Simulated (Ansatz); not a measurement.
Data:

```
CELL_PARAMETERS angstrom
      3.54609     0.00000     0.00000
      0.00000     5.01493     0.00000
      1.77304     2.50746     1.88604
ATOMIC_POSITIONS crystal
  Ge 0.00000 0.00000 0.00000
  Pd 0.00000 0.50000 0.00000
```

No spin polarisation.

The values are results of PBEsol in Ansatz (plane waves to 420 eV, PAW, spin-orbit coupling left out), not measurements. k-mesh 16×16×16 (Γ-centred); smearing 0.05 eV (Fermi–Dirac).

### Question
What band gap does the calculation give?

### Answer
Zero.

### Question
Estimate the pressure (mean of the normal stresses, compression positive).

### Answer
0.8 GPa.

### Question
Estimate the space group.

### Answer
Immm (No. 71).

The cells carry an imposed strain or load. Stability against distortions was not tested. All final runs are without spin polarisation. The cell was made from PdGe in the rock salt structure (space group Fm-3m, No. 225; a hypothetical phase, not in the database extracts checked) by this change: biaxial strain −2.21 %, plane normal [110], relaxed out of plane.

Ansatz is a first-principles code.
